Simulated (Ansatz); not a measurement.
CsCl-type TmPd was calculated with r²SCAN+rVV10 in Ansatz (plane waves, PAW).

Run with plane-wave cutoff 560 eV, 16×16×16 k mesh, Fermi–Dirac smearing 0.05 eV, spin-polarised with parallel moments, scalar-relativistic PAW data made under PBE.

Computed at the level's own relaxed cell.

Question: What does this level give for the lattice constant a?

Answer: 
lattice constant a: 3.450 Å

Note: the magnetic order was assumed, not searched for or taken from measurement; the 4f shell is treated without U or exact exchange, so its levels and filling can be wrong.

Spin–orbit coupling is not included.

Static lattice: no zero-point or thermal effects.

Ansatz is a program for electronic structure.
